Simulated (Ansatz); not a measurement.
**MgRuO$_{3}$ in the cubic perovskite structure (space group Pm-3m, No. 221; ferromagnetic; a hypothetical phase, not in the database extracts checked)**

```cif
data_MgO3Ru
_chemical_formula_sum 'Mg1 Ru1 O3'
_space_group_name_H-M_alt 'Pm-3m'
_space_group_IT_number 221
_space_group_name_Hall '-P 4 2 3'
_cell_length_a 3.83574
_cell_length_b 3.83574
_cell_length_c 3.83574
_cell_angle_alpha 90.000
_cell_angle_beta 90.000
_cell_angle_gamma 90.000
loop_
_atom_site_label
_atom_site_type_symbol
_atom_site_symmetry_multiplicity
_atom_site_Wyckoff_symbol
_atom_site_fract_x
_atom_site_fract_y
_atom_site_fract_z
_atom_site_occupancy
Mg1 Mg 1 a 0.00000 0.00000 0.00000 1
Ru1 Ru 1 b 0.50000 0.50000 0.50000 1
O1 O 3 c 0.00000 0.50000 0.50000 1
```

Level of theory: PBEsol (Ansatz, a quantum-chemistry and plane-wave program; PAW; 420 eV plane waves; no spin-orbit coupling). k-mesh 12×12×12 (Γ-centred); smearing 0.05 eV (Fermi–Dirac).

The volume per atom is 11.29 Å³ and the density comes out as 5.10 g/cm³. The band gap is zero, the magnetic state is ferromagnetic and the total energy is -1881.831 eV/atom (σ→0; compares only within this code and set-up).

Other magnetic orders, which the real material may have, were not ruled out. Stability against distortions was not tested. No Hubbard U is applied, and correlation can decide whether such a compound is a metal. Many cubic perovskites are stable only at high temperature; tilts and polar distortions were not tested.
